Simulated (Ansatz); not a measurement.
The parent structure is a 12-atom supercell of ZrO2 (space group P4_2/nmc, No. 137; a = 3.621 Å, c = 5.283 Å) at its relaxed geometry.

The values are results of plane-wave PAW DFT at the PBE level (Ansatz, a quantum-chemistry and plane-wave program, 420 eV), no spin-orbit coupling, not measurements.

Base values:

The pressure is 0.0 GPa.

It is then changed as follows: a neutral Li interstitial (started 2.08 Å from the nearest host atom), atoms relaxed at fixed cell, starting from a slightly rattled geometry.

Task: Estimate the effect on the final site of the added atom, pressure and largest displacement of a host atom from its site in the perfect cell.

Result: The final site of the added atom comes out as 8 O at 1.83–2.51 Å; the pressure goes from zero to 11.0 GPa; the largest displacement of a host atom from its site in the perfect cell comes out as 0.36 Å.

Other magnetic orders, which the real material may have, were not ruled out. In so small a cell the defect repeats every few ångströms: this is an ordered compound, not a dilute defect. The mesh was chosen for an insulator and is coarse for the gapless case. The defect cell is spin-polarised and ends with 1.0 μB. This is not the structure that ZrO2 has at room temperature and ambient pressure.
